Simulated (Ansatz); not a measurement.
An Ansatz (an electronic-structure program) input (Kohn–Sham DFT with the PBEsol functional, run in Ansatz with PAW and 420 eV plane waves, without spin-orbit coupling):

Ansatz 0.2 input:
```yaml
crystal:
  lattice:
    - [-2.2645538218, 2.2645538218, 4.4603271831]
    - [2.2645538218, -2.2645538218, 4.4603271831]
    - [2.2645538218, 2.2645538218, -4.4603271831]
  atoms:
    - { symbol: Li, position: [0, 0, 0] }
    - { symbol: Na, position: [0.5, 0.5, 0] }
    - { symbol: Na, position: [0.25, 0.75, 0.5] }
    - { symbol: Na, position: [0.75, 0.25, 0.5] }
    - { symbol: F, position: [0.7739763004, 0.7739763004, 0] }
    - { symbol: F, position: [0.2260236996, 0.2260236996, 0] }
    - { symbol: F, position: [0, 0.5, 0.5] }
    - { symbol: F, position: [0.5, 0, 0.5] }
basis: { ecutwfc: 420, ecutrho_ratio: 4, xc_grid: 2, fft_grid_basis: typed }
kpoints: { mp_grid: { grid: [10, 10, 10] } }
hamiltonian:
  xc: pbesol
  dispersion: none
  pseudopotentials: { kind: paw }
scf: { occupations: { method: fermi_dirac, width: 0.05 }, convergence: { dr2_threshold: 0.0000000008 } }
output: { forces: true, stress: true }
checkpoint: { write: state.ck, write_every: 1000 }
```

Problem. Which symmetry and how many k-points will the program report, and about how many plane waves at Γ?

Solution. Space group I4/mmm (ITA 139) with 16 operations, k-points 102 of 1000, and 1791 plane waves at Γ.

These are small ordered cells, not random alloys; other orderings at the same x differ. No phonon test of stability was made. The cell was made from LiF by this change: x(Na) = 0.75, 8 atoms, I4/mmm.
